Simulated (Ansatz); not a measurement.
**What biaxial strain +3.00 %, plane normal [001], relaxed out of plane does to Rh**

Start from Rh in the fcc (Cu type) structure (space group Fm-3m, No. 225; a = 3.782 Å; relaxed with 0.1 eV smearing). Axes: x, y, z lie along the cube axes.

One thing is altered: tensile biaxial strain of 3.00 % in the plane normal to [001], as in epitaxy on a mismatched substrate; the out-of-plane cell vector and the atoms relax.

All numbers come from Ansatz (an electronic-structure program) PBEsol, spin-orbit coupling left out. Settings: 30×30×30 k-points, 0.1 eV Fermi–Dirac smearing.

- Volume per atom = 13.96 Å³ (base 13.52 Å³)
- Space group = I4/mmm (No. 139) (base Fm-3m (No. 225))
- Shortest interatomic distance = 2.680 Å (base 2.674 Å)
- Energy relative to the base (free energy F) = +33 meV/atom
- Pressure (mean of the normal stresses, compression positive) = -8.2 GPa (base 0.0 GPa)
- Band gap = zero (base zero)
- Out-of-plane strain = -2.65 %
- Ratio −ε⊥/ε∥ = 0.88
- Mean in-plane stress (compression positive) = -12.3 GPa

Stability against distortions was not tested. All final runs are without spin polarisation. Rh lies near a magnetic instability that expansion can trigger; it was not tested.
